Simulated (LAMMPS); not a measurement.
Molecular dynamics of ZnSe (zinc blende), 4096 atoms, at 1620 K and 0 GPa, heated as the crystal.

Method: classical MD, pair style sw, file CdTeZnSeHgS0.sw; code LAMMPS.

```tsv
angle (°)	probability per degree, Se-Zn-Se
76.50	0.0001
79.50	0.0001
82.50	0.0002
85.50	0.0007
88.50	0.0017
91.50	0.0040
94.50	0.0090
97.50	0.0168
100.5	0.0281
103.5	0.0394
106.5	0.0477
109.5	0.0513
112.5	0.0462
115.5	0.0361
118.5	0.0248
121.5	0.0148
124.5	0.0071
127.5	0.0033
130.5	0.0012
133.5	0.0005
136.5	0.0001
139.5	0.0000
```

The data show:
- state found: crystal; no diffusion seen in 30 ps
- most common Se-Zn-Se angle: in the 3° bin centred on 109.5° (mean of all 109°)
